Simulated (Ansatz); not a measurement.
# Ni₃Ge under load (space group R-3m): band-structure transport figures

Input:

```
Ni3Ge
1.0
    3.52882     0.00987     0.00987
    0.00987     3.52882     0.00987
    0.00987     0.00987     3.52882
Ni Ge
3 1
Direct
  0.50000   0.00000   0.50000
  0.00000   0.50000   0.50000
  0.50000   0.50000   0.00000
  0.00000   0.00000   0.00000
```

Method: PBEsol, rigid bands (plane waves, PAW, scalar-relativistic; Ansatz, a first-principles code). Condition of this run: uniaxial stress along [111] of -2 GPa (compression positive) (the target of the relaxation). How the cell was made: cell and atoms relaxed with PBEsol, then loaded as said.

```
Property                                                         Result
------------------------------------  ---------------------------------
density of states at the Fermi level  2.26 states/(eV·cell), both spins
bare Sommerfeld coefficient                   1.33 mJ/(mol of atoms·K²)
Drude plasma energy                                             1.77 eV
root-mean-square Fermi velocity                               1.5e5 m/s
resistivity times τ                                    156 ×10⁻²² Ω·m·s
```

A metal at this level (no band gap); rigid bands, thermally averaged at 300 K, both spins. Spin-orbit coupling is left out. τ is one relaxation time for all states.

Treated as nonmagnetic (a ferromagnetic start lost its moment, other orders weren't tried): Ni3Ge under load (space group R-3m).
